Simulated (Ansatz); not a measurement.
Au on the 1x1 (100) surface of monoclinic HfO2 (cut with top plane 2 O), one in a 1x1 cell, energies for each (27.9 Å²). Energies are against an atom of fcc Au, without zero-point or thermal terms; each row is named by its start. No converged result for: 3 more starts.

Host crystal: monoclinic HfO2, with a band gap (PBE, scalar-relativistic without spin-orbit coupling).

These are PBE (plane waves to 420 eV, PAW; Ansatz, a first-principles code) values and carry that method's errors.

Model: 25-atom slab, 9.3 Å thick at the start under the adsorbate (thin: gaps and levels are the slab's own), 4x4x1 mesh, Fermi-Dirac 0.01 eV, dipole correction, 12 atoms held, the rest relaxed; each run with such symmetry as its start has; spin-polarised, no spin-orbit, no U, no dispersion correction.

A negative adsorption energy means that the adsorbate is more stable on the surface than in its reference. Starts that drift may end in the same place. Heights count from the host atoms within 0.3 Å of the top one.

```
starting site                       E_ads (eV)  height (Å)  nearest host atom (Å)  bonded to  change of the vacuum step (eV)  lateral drift (Å)  moment (μB)
----------------------------------  ----------  ----------  ---------------------  ---------  ------------------------------  -----------------  -----------
hollow O-O-O over O at depth 6.8 Å        1.86        1.03                 O 2.20   2 Hf + O                           -0.45                0.7          1.0
bridge O-O (span 5.2 Å)                   1.86        1.02                 O 2.20   2 Hf + O                           -0.44                1.0          1.0
bridge O-O (span 5.3 Å)                   1.86        1.02                 O 2.20   2 Hf + O                           -0.45                0.6          1.0
```
